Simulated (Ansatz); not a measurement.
Data:

```xyz
2
Lattice="0.0000 2.7682 2.9077 2.7682 0.0000 2.9077 2.7682 2.7682 0.0000" Properties=species:S:1:pos:R:3 pbc="T T T"
Zn     0.0000     0.0000     0.0000
Se     4.1523     4.1523     4.3615
```

The numbers are results of r2SCAN with spin-orbit coupling, rigid bands (plane waves, PAW; Ansatz, a quantum-chemistry and plane-wave program), not measurements. Condition of this run: biaxial stress xx = yy = 2 GPa (compression positive) (the target of the relaxation). How the cell was made: cell and atoms relaxed with r2SCAN, then loaded as said.

### Question
Predict the hole conductivity mass (n e² τ/σ) at 300 K, by direction if it differs.

### Answer
0.48 (x), 0.48 (y), 0.77 (z) mₑ.

### Question
What conductivity effective mass do dilute electrons have at 300 K?

### Answer
0.135 mₑ.

### Question
And the band gap?

### Answer
1.75 eV at this level; semilocal functionals usually fall short of the measured gap.

Rigid bands, one relaxation time for all states, no polarons.
